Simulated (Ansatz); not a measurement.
Input and output of a zone-centre phonon calculation for Mg (P6_3/mmc, 2 atoms in the cell) (Ansatz, an electronic-structure program).

Method: LDA (PW92), default PAW files made with PBE (plane waves; Ansatz).

```yaml
crystal:
  lattice:
    - [1.60018, -2.77160, 0.00000]
    - [1.60018, 2.77160, 0.00000]
    - [0.00000, 0.00000, 5.19437]
  atoms:
    - { symbol: Mg, position: [0.33333, 0.66667, 0.25000] }
    - { symbol: Mg, position: [0.66667, 0.33333, 0.75000] }
```

Reference input (self-consistent single point, DFT, LDA (PW92), plane waves, default PAW files made with PBE): basis.ecutwfc = 420 eV; kpoints.mp_grid.grid = 12 12 7; hamiltonian.xc = lda; hamiltonian.pseudopotentials = {kind: paw} (the program's default PAW files); scf.occupations.method = fermi_dirac; scf.occupations.width = 0.1 eV. This run's input differs from it in these lines:

Ansatz 0.2 input:
```diff
@@ -17,7 +17,5 @@
 scf:
-  occupations: { method: fermi_dirac, width: 0.1 }
-output:
-  forces: true
-  eigenvalues: true
-  stress: true
+  occupations: { method: fermi_dirac, width: 0.05 }
+phonons:
+  method: dfpt
```

The program printed (abridged):

```
SCF iter   1: F=—  HF=-3803.195677 eV  |F-HF|=—  |Δ(HF+E_count)|=         —  Δρ=6.10e-3  dr2=6.20e-3  ethr=1.77e-3  ⟨swp⟩=5.9  Hψ=12538  notcnv=0
all-band conjugate gradients solve this SCF's bands
preconditioner: auto → none
SCF iter   2: F=—  HF=-3803.188414 eV  |F-HF|=—  |Δ(HF+E_count)|=   7.26e-3  Δρ=2.49e-3  dr2=1.50e-3  ethr=3.10e-5  ⟨swp⟩=2.0  Hψ=6175  notcnv=0
SCF iter   3: F=—  HF=-3803.187893 eV  |F-HF|=—  |Δ(HF+E_count)|=   5.21e-4  Δρ=4.19e-4  dr2=7.83e-5  ethr=7.50e-6  ⟨swp⟩=2.0  Hψ=3784  notcnv=0
SCF iter   4: F=—  HF=-3803.187903 eV  |F-HF|=—  |Δ(HF+E_count)|=   1.03e-5  Δρ=4.47e-5  dr2=3.64e-7  ethr=3.91e-7  ⟨swp⟩=1.1  Hψ=2451  notcnv=0
SCF iter   5: F=—  HF=-3803.187903 eV  |F-HF|=—  |Δ(HF+E_count)|=   1.26e-7  Δρ=7.40e-6  dr2=1.05e-8  ethr=1.82e-9  ⟨swp⟩=2.0  Hψ=4161  notcnv=0
SCF iter   6: F=—  HF=-3803.187903 eV  |F-HF|=—  |Δ(HF+E_count)|=   1.69e-8  Δρ=6.02e-7  dr2=8.09e-11  ethr=5.23e-11  ⟨swp⟩=2.0  Hψ=4138  notcnv=0
SCF iter   7: F=-3803.187903 eV  HF=-3803.187903 eV  |F-HF|=0.00e0  |Δ(HF+E_count)|=  1.38e-10  Δρ=3.32e-8  dr2=2.76e-13  ethr=1.00e-12  ⟨swp⟩=5.0  Hψ=9874  notcnv=0
SCF 1 converged in 7 iterations: F = -3803.187903 eV  dr2 = 2.76e-13
DFPT response loops at Γ: preconditioner auto → Kerker (q_TF=auto, 2.374 Å⁻¹) (partly filled bands, converged f_vac=0.000) …
Free energy (F): -3803.187903 eV
Internal energy: -3803.180227 eV  (E = F + TS)
E sigma→0 (E₀):  -3803.184065 eV
Entropy (-TS):   -0.007676 eV (-3.838 meV/atom)
Fermi energy:    5.380233 eV
--- Phonons (Γ-DFPT): 2 representative perturbations + reference, on 172 of 1008 k-points (Σ response iterations 6) ---
  k mesh reduced under 4 symmetry operations, with k and −k counted as one. Each operation leaves every solved displacement unchanged or reverses it
  ASR residual: 1.461e-5 → 0.000e0 eV/Å²; symmetrization residual: 6.315e-13 eV/Å²
  ASR residual per site (eV/Å²): 1.46e-5 1.46e-5
  Γ frequencies (cm⁻¹): 0.00 0.00 0.00 119.58 119.58 225.47
  non-analytic LO–TO correction: not included (Born effective charges unavailable; polar crystals: no LO–TO splitting at Γ)
```

The run converged in 7 iterations. 

Summary of the result:
| Item | Value |
|---|---|
| Free energy E − TS (on the zero of these files) | -3803.1879 eV |
| Fermi level (on the code's own zero) | 5.38 eV |
| Zone-centre frequencies (cm⁻¹; negative means imaginary) | 0, 0, 0, 120, 120, 225 |

The starting cell has typed, rounded lattice constants, without a prior relaxation at this level. Its lattice was rescaled by up to half a per cent.
